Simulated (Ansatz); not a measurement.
Results of r²SCAN in Ansatz (plane waves, PAW) for 1T (CdI2-type) CaI2.

Numerical settings: plane-wave cutoff 560 eV, 12×12×6 k mesh (along the axes of the cell as run), Fermi–Dirac smearing 0.01 eV, scalar-relativistic PAW data made under PBE.

Cell (measured lattice):

```cif
data_CaI2
_chemical_formula_sum 'Ca1 I2'
_space_group_name_H-M_alt 'P 1'
_space_group_IT_number 1
_cell_length_a 4.48000
_cell_length_b 4.48000
_cell_length_c 6.96000
_cell_angle_alpha 90.000
_cell_angle_beta 90.000
_cell_angle_gamma 120.000
loop_
_space_group_symop_operation_xyz
  'x, y, z'
loop_
_atom_site_label
_atom_site_type_symbol
_atom_site_fract_x
_atom_site_fract_y
_atom_site_fract_z
_atom_site_occupancy
Ca1 Ca 0.00000 0.00000 0.00000 1
I1 I 0.33333 0.66667 0.25000 1
I2 I 0.66667 0.33333 0.75000 1
```

**Question.** Predict the band gap, smallest direct gap on the k points sampled and direct gap at Γ.

**Answer.** 
- band gap = 3.97 eV
- smallest direct gap on the k points sampled = 4.72 eV
- direct gap at Γ = 4.86 eV

Note: cell and atoms aren't relaxed at this level (largest force component 0.10 eV/Å, pressure 0.9 GPa).

Spin–orbit coupling is not included; with these elements it can move the gap by several tenths of an eV or more.

Ansatz is a first-principles code.
